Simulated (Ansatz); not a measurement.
**Effect of biaxial strain −1.67 %, plane normal [111], relaxed out of plane on Sn**

The reference is Sn in the diamond structure (space group Fd-3m, No. 227; a = 6.540 Å; relaxed with 0.1 eV smearing). Axes: x, y, z lie along the cube axes.

Now apply this change: compressive biaxial strain of 1.67 % in the plane normal to [111], as in epitaxy on a mismatched substrate; the out-of-plane cell vector and the atoms relax.

Method: Ansatz (a quantum-chemistry and plane-wave program) PBEsol, no spin-orbit coupling. Γ-centred 15×15×15 mesh, Fermi–Dirac width 0.1 eV.

| quantity | base | changed | shift |
|---|---|---|---|
| volume per atom | 34.97 Å³ | 34.16 Å³ | -0.81 Å³ |
| space group | Fd-3m (No. 227) | R-3m (No. 166) | – |
| shortest interatomic distance | 5.352 bohr | 5.302 bohr | -0.050 bohr |
| energy relative to the base (free energy F) | 0 meV/atom | +5.5 meV/atom | +5.5 meV/atom |
| pressure (mean of the normal stresses, compression positive) | 0.0 GPa | 1.0 GPa | +1.0 GPa |
| band gap | zero | zero | – |
| out-of-plane strain | – | +1.04 % | – |
| ratio −ε⊥/ε∥ | – | 0.62 | – |
| mean in-plane stress (compression positive) | – | +1.6 GPa | – |

Cost of the whole job for the changed cell (relaxation, final SCF and bands): very roughly 90 core-seconds.

Whether these cells are dynamically stable was not tested.
